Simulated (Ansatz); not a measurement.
The parent structure is TiO₂ in the anatase structure (space group I4_1/amd, No. 141; a = 3.798 Å, c = 9.704 Å). Axes: x, y, z lie along a, b, c of the conventional cell.

The values are results of PBE (Ansatz, a quantum-chemistry and plane-wave program; PAW; 420 eV plane waves; scalar-relativistic without spin-orbit coupling), earlier PAW set, not measurements.

Base values:

```
Item        Result
--------  --------
Band gap   2.13 eV
Pressure  0.00 GPa
```

Now apply this change: biaxial strain −4.24 %, plane normal [001], relaxed out of plane (Cartesian); in-plane vectors clamped, the third vector and the atoms free.

Task: Estimate the effect on the band gap.

Result: The band gap grows by 0.39 eV to 2.52 eV.

Task: Predict the new pressure.

Result: The pressure (mean of the normal stresses, compression positive) goes from zero to 7.14 GPa.

Task: What happens to the out-of-plane strain?

Result: The out-of-plane strain is +7.12 %.

Whether these cells are dynamically stable was not tested. The final runs are not spin-polarised.
